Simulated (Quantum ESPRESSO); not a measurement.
Worked example: self-consistent single point of Zr4CoNi (I422, 6 atoms in the cell) in Quantum ESPRESSO.

Method of the run: LDA (PZ), GBRV 1.5 ultrasoft (LDA) pseudopotentials (plane waves; Quantum ESPRESSO).

```
CELL_PARAMETERS angstrom
     -3.18829     3.18829     2.68715
      3.18829    -3.18829     2.68715
      3.18829     3.18829    -2.68715
ATOMIC_POSITIONS crystal
  Zr 0.91755 0.41755 0.83510
  Zr 0.41755 0.58245 0.50000
  Zr 0.58245 0.08245 0.16490
  Zr 0.08245 0.91755 0.50000
  Co 0.00000 0.00000 0.00000
  Ni 0.50000 0.50000 0.00000
```

Reference input (self-consistent single point, DFT, LDA (PZ), plane waves, GBRV 1.5 ultrasoft (LDA) pseudopotentials): ecutwfc = 50 Ry; ecutrho = 400 Ry; occupations = smearing; smearing = mp; degauss = 0.0147 Ry; potentials = {Zr: zr_lda_v1.uspp.F.UPF, Co: co_lda_v1.2.uspp.F.UPF, Ni: ni_lda_v1.4.uspp.F.UPF}; K_POINTS = automatic 5 5 5 1 1 1; conv_thr = 1e-10 Ry. This run's input differs from it in these lines:

```diff
@@ -17,3 +17,3 @@
    smearing = 'mp'
-   degauss = 0.0147
+   degauss = 0.0036749
 /
```

Output (repeated stretches shortened):

```
     Self-consistent Calculation

     iteration #  1     ecut=    50.00 Ry     beta= 0.70

---- Real-time Memory Report at c_bands before calling an iterative solver
           368 MiB given to the printing process from OS
           135 MiB allocation reported by mallinfo(arena+hblkhd)
------------------

     negative rho (up, down):  2.381E-01 0.000E+00

     total energy              =   -1014.25173023 Ry
     estimated scf accuracy    <      32.16866625 Ry

     iteration #  2     ecut=    50.00 Ry     beta= 0.70

---- Real-time Memory Report at c_bands before calling an iterative solver
   [... lines left out ...]
           460 MiB given to the printing process from OS
           175 MiB allocation reported by mallinfo(arena+hblkhd)
------------------

     negative rho (up, down):  2.446E-01 0.000E+00

     total energy              =   -1038.86378622 Ry
     estimated scf accuracy    <          1.6E-09 Ry

     iteration # 27     ecut=    50.00 Ry     beta= 0.70

---- Real-time Memory Report at c_bands before calling an iterative solver
           460 MiB given to the printing process from OS
           175 MiB allocation reported by mallinfo(arena+hblkhd)
------------------

     negative rho (up, down):  2.446E-01 0.000E+00
     End of self-consistent calculation

     the Fermi energy is    15.2168 ev

!    total energy              =   -1038.86378622 Ry
     estimated scf accuracy    <          5.8E-11 Ry
     smearing contrib. (-TS)   =       0.00001063 Ry
     internal energy E=F+TS    =   -1038.86379686 Ry

     convergence has been achieved in  27 iterations

     negative rho (up, down):  2.446E-01 0.000E+00

     Forces acting on atoms (cartesian axes, Ry/au):

     atom    1 type  1   force =     0.00127942    0.00127942   -0.00000000
     atom    2 type  1   force =    -0.00127942    0.00127942   -0.00000000
     atom    3 type  1   force =    -0.00127942   -0.00127942    0.00000000
     atom    4 type  1   force =     0.00127942   -0.00127942    0.00000000
     atom    5 type  2   force =     0.00000000    0.00000000   -0.00000000
   [... lines left out ...]
     Total force =     0.003619     Total SCF correction =     0.000002
   [... lines left out ...]

     negative rho (up, down):  2.446E-01 0.000E+00
          total   stress  (Ry/bohr**3)                   (kbar)     P=      -79.52
  -0.00050786  -0.00000000   0.00000000          -74.71       -0.00        0.00
  -0.00000000  -0.00050786  -0.00000000           -0.00      -74.71       -0.00
   0.00000000  -0.00000000  -0.00060589            0.00       -0.00      -89.13

   JOB DONE.
```

The run converged in 27 iterations. Against the reference run the free energy stays essentially unchanged (within 1 meV/atom), the pressure hardly changes (-8.03 to -7.95 GPa) and the largest force goes from 0.037 to 0.047 eV/Å.

The starting cell comes from a database of computed structures (which also holds hypothetical and non-ambient phases and stackings), without a prior relaxation at this level. Spin polarisation is off. With a pressure of about -8 GPa the cell is away from its equilibrium volume at this level.

Cost on one core of a shared machine: roughly 5 min.
